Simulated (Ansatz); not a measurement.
Input:

```xyz
2
Lattice="0.0000 2.5612 2.5612 2.5612 0.0000 2.5612 2.5612 2.5612 0.0000" Properties=species:S:1:pos:R:3 pbc="T T T"
Sr     0.0000     0.0000     0.0000
O      2.5612     2.5612     2.5612
```

These are PBE, rigid bands (plane waves, PAW, scalar-relativistic; Ansatz, a first-principles code) values and carry that method's errors. How the cell was made: cell and atoms relaxed with PBEsol.

Problem. Predict the hole conductivity mass (n e² τ/σ) at 300 K, by direction if it differs.

Solution. 1.36 mₑ.

Problem. Predict the electron conductivity mass (n e² τ/σ) at 300 K, by direction if it differs.

Solution. 0.52 mₑ.

Problem. And the band gap?

Solution. 3.31 eV at this level; semilocal functionals usually fall short of the measured gap.

Rigid bands, one relaxation time for all states, no polarons. Spin-orbit coupling is left out; where it splits the top of the valence band it changes the hole mass and lowers the gap by about a third of the splitting. Geometry: cell and atoms relaxed with PBEsol.
